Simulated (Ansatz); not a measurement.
## Carrier properties of MgO (R-3m)

Here is the system:

```xyz
2
Lattice="-0.0098 2.0996 2.0996 2.0996 -0.0098 2.0996 2.0996 2.0996 -0.0098" Properties=species:S:1:pos:R:3 pbc="T T T"
Mg     0.0000     0.0000     0.0000
O      2.0948     2.0948     2.0948
```

These are PBEsol, rigid bands (plane waves, PAW, scalar-relativistic; Ansatz, a quantum-chemistry and plane-wave program) values and carry that method's errors. Condition of this run: uniaxial stress along [111] of 2 GPa (compression positive) (the target of the relaxation). Cell: cell and atoms relaxed with PBEsol, then loaded as said.

* **band gap**: 4.63 eV
* **electron conductivity mass (300 K, dilute)**: 0.35 mₑ
* **hole conductivity mass (300 K, dilute)**: 2.00 mₑ
* **effective density of states N_c (300 K)**: 5.3e18 cm⁻³
* **effective density of states N_v (300 K)**: 1.1e20 cm⁻³
* **density-of-states mass, electrons**: 0.36 mₑ
* **density-of-states mass, holes**: 2.7 mₑ
* **Seebeck coefficient, n-type 1e19 cm⁻³, 300 K**: -172 μV/K
* **best n-type power factor at 300 K for τ = 10 fs (best axis; densities from 1e16 to 1e21 cm⁻³ tried, whether or not they can be reached)**: 2.4 μW/(cm·K²) at 3e19 cm⁻³
* **Seebeck coefficient, p-type 1e19 cm⁻³, 300 K**: 474 μV/K

Rigid bands; masses and Seebeck coefficients take one relaxation time τ for all states and one kind of carrier; polarons and phonon drag are left out. Spin-orbit coupling is left out.
